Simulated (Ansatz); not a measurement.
Carrier properties of InP (R3m)

Data:

```yaml
crystal:
  lattice:
    - [0.04510, 2.97200, 2.97200]
    - [2.97200, 0.04510, 2.97200]
    - [2.97200, 2.97200, 0.04510]
  atoms:
    - { symbol: In, position: [0.00122, 0.00122, 0.00122] }
    - { symbol: P, position: [0.24878, 0.24878, 0.24878] }
```

Method: PBEsol with spin-orbit coupling, rigid bands (plane waves, PAW; Ansatz, a quantum-chemistry and plane-wave program). Condition of this run: uniaxial stress along [111] of -2 GPa (compression positive) (the target of the relaxation). Cell: cell and atoms relaxed with PBEsol, then loaded as said.

```
Quantity                                            Value
--------------------------------------------  -----------
band gap                                          0.42 eV
electron conductivity mass (300 K, dilute)       0.052 mₑ
hole conductivity mass (300 K, dilute)            0.47 mₑ
effective density of states N_c (300 K)       2.5e17 cm⁻³
effective density of states N_v (300 K)       1.2e19 cm⁻³
density-of-states mass, electrons                0.046 mₑ
density-of-states mass, holes                     0.60 mₑ
Seebeck coefficient, n-type 1e19 cm⁻³, 300 K     -42 μV/K
Seebeck coefficient, p-type 1e19 cm⁻³, 300 K     289 μV/K
```

Rigid bands; masses and Seebeck coefficients take one relaxation time τ for all states and one kind of carrier; polarons and phonon drag are left out.
